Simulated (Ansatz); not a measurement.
## AlAs, alloy series

Take AlAs in the zinc blende structure (space group F-43m, No. 216; a = 5.728 Å) as the base.

The other end (x = 1) is InAs in the zinc blende structure (space group F-43m, No. 216): 29.59 Å³/atom, gap zero.

In replaces a fraction x of Al; each row is one arrangement (x, atoms in the cell, starting space group or random), fully relaxed.

Method: PBE, PAW, 420 eV (Ansatz, an electronic-structure program; no spin-orbit coupling).

Notes on the quantities. mixing energy: to 0.01 eV only: unlike meshes or grids.

```tsv
case	band gap	mixing energy	volume per atom
base	1.50 eV	–	23.50 Å³
x(In) = 0.25, 8 atoms, Amm2	0.97 eV	+0.02 eV/atom	24.88 Å³
x(In) = 0.25, 8 atoms, Pmm2	1.03 eV	+0.01 eV/atom	24.84 Å³
x(In) = 0.333, 6 atoms, Imm2	0.88 eV	+0.01 eV/atom	25.30 Å³
x(In) = 0.333, 6 atoms, I-4m2	0.84 eV	+0.01 eV/atom	25.35 Å³
x(In) = 0.5, 4 atoms, R3m	0.36 eV	+0.03 eV/atom	26.38 Å³
x(In) = 0.5, 8 atoms, Cm	[?]	+0.01 eV/atom	26.29 Å³
x(In) = 0.75, 8 atoms, Pmm2	zero	+0.01 eV/atom	27.90 Å³
x(In) = 0.75, 8 atoms, R3m	zero	+0.02 eV/atom	[?]
x(In) = 0.75, 8 atoms, I-42m	zero	+0.01 eV/atom	27.87 Å³
```

Question: Some entries are withheld; estimate them.

Answer: 
- x(In) = 0.5, 8 atoms, Cm, band gap: 0.48 eV
- x(In) = 0.75, 8 atoms, R3m, volume per atom: 27.97 Å³

These are small ordered cells, not random alloys; other orderings at the same x differ. Whether these cells are dynamically stable was not tested. The final runs are not spin-polarised. Gaps under 0.05 eV, about the width of the smearing, are given as zero. The zero or small gap of InAs and AlIn3As4 can change with the level of theory.
